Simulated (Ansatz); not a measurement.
Defect: interstitial Cd in wurtzite CdSe, charge state +2. Method: PBE, PAW (plane waves to 420 eV; Ansatz, a program for electronic structure).

Settings: 72 host sites, the relaxed PBE lattice, one k-point at (0.125, 0.250, 0.250), smearing 0.01 eV, spin-restricted, no image-charge correction. Static, classical nuclei. The charge state is imposed; whether it is stable for some Fermi level was not computed. Sites that were not tried may lie lower. The start lies 0.11 eV above the lowest site run (PBE).

Barriers: single points on a 2×2×2 k-point mesh shifted by half a step along c at the bands' geometries.

Relaxed starting cell (atoms counted from 1):

```xyz
73
Lattice="13.1485 0.0000 0.0000 -6.5743 11.3869 0.0000 0.0000 0.0000 14.3092" Properties=species:S:1:pos:R:3 pbc="T T T"
Cd     2.2054     0.9296     1.8233
Cd     2.1925     1.2346    10.5168
Cd    -0.0092     5.1576     3.5806
Cd     0.0093     5.1340    10.7523
Cd    -2.1223     8.8106     3.5824
Cd    -2.1576     8.8219    10.6575
Cd     6.5759     1.2445     3.6354
Cd     6.6269     1.2399    10.7841
Cd     4.4045     5.1639     3.5786
Cd     4.3761     5.1423    10.7520
Cd     2.1867     8.8981     3.6075
Cd     2.1866     8.8685    10.7251
Cd    10.9660     1.2444     3.6328
Cd    10.9085     1.2386    10.7873
Cd     8.7718     5.0199     3.6306
Cd     8.7686     5.0464    10.7191
Cd     6.4931     8.8154     3.5901
Cd     6.5362     8.8222    10.6548
Cd    -0.0443     2.6023    -0.1949
Cd    -0.1318     2.6164     7.3506
Cd    -2.2159     6.3097    -0.0002
Cd    -2.1978     6.3392     7.1309
Cd    -4.4030     9.7719    -0.1996
Cd    -4.4001    10.0256     7.1256
Cd     4.3940     2.6059    -0.2225
Cd     4.4929     2.6154     7.3574
Cd     2.1762     6.4162     0.0342
Cd     2.1738     6.3717     7.1576
Cd    -0.0108    10.1397     0.0210
Cd    -0.0074    10.1563     7.1662
Cd     8.7513     2.5812     0.0604
Cd     8.7546     2.5484     7.1686
Cd     6.5802     6.3097    -0.0010
Cd     6.5487     6.3357     7.1294
Cd     4.3540    10.1362     0.0206
Cd     4.3519    10.1591     7.1702
Se     2.1835     1.3406     6.7030
Se     2.1755     1.1624    13.4346
Se     0.0094     5.0547     6.2625
Se     0.0199     5.1262    13.4349
Se    -2.1800     8.8660     6.2487
Se    -2.1082     8.7969    13.3412
Se     6.5516     1.2974     6.2982
Se     6.5844     1.2780    13.4705
Se     4.3451     5.0516     6.2616
Se     4.3447     5.1348    13.4339
Se     2.1770     8.8879     6.2748
Se     2.1738     8.9030    13.4137
Se    10.9614     1.2969     6.2962
Se    10.9224     1.2744    13.4737
Se     8.7534     5.0708     6.2896
Se     8.7579     5.0623    13.4083
Se     6.5306     8.8651     6.2548
Se     6.4568     8.7944    13.3380
Se     0.0717     2.5309     2.6913
Se    -0.0416     2.5617    10.0037
Se    -2.2117     6.2922     2.6800
Se    -2.1971     6.3030     9.8103
Se    -4.3934     9.8330     2.5352
Se    -4.3881    10.0765     9.8273
Se     4.3224     2.5374     2.6796
Se     4.4217     2.5676    10.0098
Se     2.1931     6.3714     2.7087
Se     2.1880     6.3543     9.8348
Se    -0.0067    10.1428     2.6946
Se     0.0032    10.1401     9.8391
Se     8.7665     2.5092     2.7339
Se     8.7654     2.5249     9.8518
Se     6.6020     6.2997     2.6790
Se     6.5785     6.3033     9.8090
Se     4.3755    10.1415     2.6937
Se     4.3673    10.1382     9.8425
Cd     2.2094     2.3583     4.3856
```
Cell charge +2.

End state 1 differs by these moves (Å; atoms that move under 0.08 Å are left out):

| atom | element | Δx | Δy | Δz |
|---|---|---|---|---|
| 1 | Cd | 0.29 | 0.49 | -0.01 |
| 3 | Cd | 0.03 | -0.09 | 0.05 |
| 5 | Cd | -0.05 | 0.05 | 0.05 |
| 6 | Cd | 0.02 | 0.00 | 0.13 |
| 7 | Cd | 0.07 | -0.01 | -0.06 |
| 8 | Cd | -0.01 | 0.01 | -0.13 |
| 10 | Cd | 0.02 | -0.03 | -0.10 |
| 13 | Cd | -0.10 | -0.02 | -0.05 |
| 18 | Cd | -0.03 | 0.00 | 0.10 |
| 23 | Cd | -0.03 | 0.33 | -0.03 |
| 24 | Cd | 0.02 | -0.02 | 0.24 |
| 25 | Cd | 0.29 | 0.15 | 0.02 |
| 26 | Cd | -0.02 | 0.01 | -0.23 |
| 37 | Se | -0.05 | -0.09 | 0.01 |
| 38 | Se | 0.10 | 0.19 | 0.00 |
| 42 | Se | -0.08 | 0.06 | 0.13 |
| 44 | Se | 0.09 | -0.04 | -0.13 |
| 46 | Se | 0.04 | 0.09 | -0.10 |
| 54 | Se | 0.05 | 0.07 | 0.10 |
| 57 | Se | 0.04 | 0.05 | 0.05 |
| 59 | Se | -0.02 | 0.35 | 0.15 |
| 60 | Se | 0.00 | 0.00 | 0.19 |
| 61 | Se | 0.30 | 0.16 | -0.15 |
| 62 | Se | 0.00 | 0.00 | -0.18 |
| 67 | Se | 0.02 | 0.06 | -0.05 |
| 73 | Cd | -0.93 | -1.65 | 0.01 |

**Question.** What is the computed forward and backward barriers to end state 1 (PBE, PAW)?

**Answer.** forward 0.094 eV, backward 0.094 eV; at the saddle point atom 73 has neighbours Cd at 2.77; Se at 2.51, Se at 2.84, Se at 2.90, Se at 2.99 Å. The saddle point's order was not checked.
